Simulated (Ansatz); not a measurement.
**What uniaxial strain ε_xx = +2.00 % does to Ru**

Start from Ru in the hcp (Mg type) structure (space group P6_3/mmc, No. 194; a = 2.704 Å, c = 4.263 Å; relaxed with 0.1 eV smearing). Axes: x lies along a and z along c of the hexagonal cell.

One thing is altered: uniaxial strain ε_xx = +2.00 %, all other strain components held at zero, atoms relaxed at fixed cell.

Computed with DFT with r2SCAN, PAW potentials and a 500 eV plane-wave cutoff in Ansatz (a quantum-chemistry and plane-wave program), spin-orbit coupling left out. k-mesh 24×24×14 (Γ-centred); smearing 0.1 eV (Fermi–Dirac).

The volume per atom increases by 0.27 Å³ (13.50 Å³ → 13.77 Å³) and the energy grows by 9.6 meV/atom. The pressure (mean of the normal stresses, compression positive) goes from zero to -6.1 GPa and the band gap stays zero. The stress (xx, yy, zz, yz, xz, xy; compression positive) comes out as (-11.0, -3.7, -3.6, 0.0, 0.0, 0.0) GPa.

Whether these cells are dynamically stable was not tested. The final runs are not spin-polarised.
